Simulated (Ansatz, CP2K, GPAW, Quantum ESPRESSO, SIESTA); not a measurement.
# One structure in several programs: BaCdSbF (P4/nmm, 8 atoms in the cell)

Self-consistent single point.

```xyz
8
Lattice="4.6326 0.0000 0.0000 0.0000 4.6326 0.0000 0.0000 0.0000 9.8064" Properties=species:S:1:pos:R:3 pbc="T T T"
Ba     0.0000     2.3163     6.2809
Ba     2.3163     0.0000     3.5255
Cd     2.3163     2.3163     0.0000
Cd     0.0000     0.0000     0.0000
Sb     0.0000     2.3163     1.8104
Sb     2.3163     0.0000     7.9960
F      2.3163     2.3163     4.9032
F      0.0000     0.0000     4.9032
```

Shared settings, as Ansatz (a first-principles code) writes them: kpoints.mp_grid.grid = 3 3 2; scf.occupations.method = fermi_dirac; scf.occupations.width = 0.01 eV. Potentials and cutoffs stand in the table.

| code | model | pressure (GPa) | largest force (eV/Å) | gap on the mesh (eV) | cutoff |
|---|---|---|---|---|---|
| Quantum ESPRESSO | LDA (PZ), GBRV 1.5 ultrasoft (LDA) pseudopotentials | -4.00 | 0.118 | 0.070 | 40 Ry |
| CP2K | LDA (Pade form), GPW, DZVP-MOLOPT-SR-GTH basis, GTH-PADE potentials (GTH_POTENTIALS) | -2.97 | 0.099 | 0.085 | grid 550 Ry |
| SIESTA | LDA PW92, numerical atomic orbitals DZP, PseudoDojo LDA standard norm-conserving potentials (rewritten from UPF to PSML) | -2.80 | 0.171 | 0.270 | grid 300 Ry |
| GPAW | LDA (Perdew-Wang 92), GPAW PAW datasets LDA (gpaw-data 1.0.1) | – | 0.125 | 0.085 | 900 eV |
| Ansatz | LDA (PW92), PAW files made with PBE | -4.25 | 0.191 | 0.080 | default |

Size of the force on each atom (eV/Å): Sizes of forces hide their directions.

```json
[
 {"code": "Quantum ESPRESSO", "Ba1": "0.118", "Ba2": "0.118", "Cd3": "0.000", "Cd4": "0.000", "Sb5": "0.018", "Sb6": "0.018", "F7": "0.000", "F8": "0.000"},
 {"code": "CP2K", "Ba1": "0.054", "Ba2": "0.054", "Cd3": "0.000", "Cd4": "0.000", "Sb5": "0.099", "Sb6": "0.099", "F7": "0.000", "F8": "0.000"},
 {"code": "SIESTA", "Ba1": "0.171", "Ba2": "0.171", "Cd3": "0.000", "Cd4": "0.000", "Sb5": "0.047", "Sb6": "0.047", "F7": "0.000", "F8": "0.000"},
 {"code": "GPAW", "Ba1": "0.125", "Ba2": "0.125", "Cd3": "0.000", "Cd4": "0.000", "Sb5": "0.067", "Sb6": "0.067", "F7": "0.000", "F8": "0.000"},
 {"code": "Ansatz", "Ba1": "0.191", "Ba2": "0.191", "Cd3": "0.000", "Cd4": "0.000", "Sb5": "0.008", "Sb6": "0.008", "F7": "0.000", "F8": "0.000"}
]
```

A dash marks a value that a program does not give, or that is left out as unsure.

Gaps are read on the mesh.

On Ansatz's run: spin-orbit coupling is off.

The spread over the programs that give each value: pressure within 1.45 GPa; largest force within 0.092 eV/Å; gap on the mesh within 0.200 eV.

CP2K and SIESTA use small atom-centred bases, whose incompleteness enters pressures, forces and empty levels differently from a plane-wave cutoff. Ansatz's pressure is given at a fixed set of plane waves, as the other plane-wave codes print theirs; with its correction for the finite basis it is -4.13 GPa. The pressure of GPAW is left out: its cutoff lies under the one at which its stress was checked. The same LDA comes in different parametrisations, which differ slightly. In the pressure, CP2K (by 1.15) and SIESTA (by 1.32) lie more than 1 GPa from the median of the plane-wave programs. In the gap, SIESTA (by 0.190) lies more than 0.12 eV from the median of the plane-wave programs. In the force vectors, CP2K (by 0.107) and SIESTA (by 0.295) lie more than 0.08 eV/Å from the median of the plane-wave programs.

The starting cell comes from a database of computed structures (which also holds hypothetical and non-ambient phases and stackings), without a prior relaxation at this level.

Keys are those of Ansatz 0.2.
